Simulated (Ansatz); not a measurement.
How the equilibrium lattice constant a of LaC (model structure, started from the LaS type, Fm-3m, No. 225, 2 atoms in the cell) moves with the method

No measured value is used here.

| level (code) | value (Å) |
|---|---|
| LDA (Ansatz) | 5.309 |
| PBE (Ansatz) | 5.434 |
| PBEsol (Ansatz) | 5.352 |
| r²SCAN (Ansatz) | 5.442 |

Cutoffs differ between the levels. Ansatz's density-functional and Hartree–Fock values are scalar-relativistic unless marked +SOC, with PAW data made under PBE.

A model structure was made by putting elements into a prototype or built by hand; it is no filed structure, need not be a known phase, and can be a saddle point held by its symmetry.

Ansatz is an electronic-structure program.
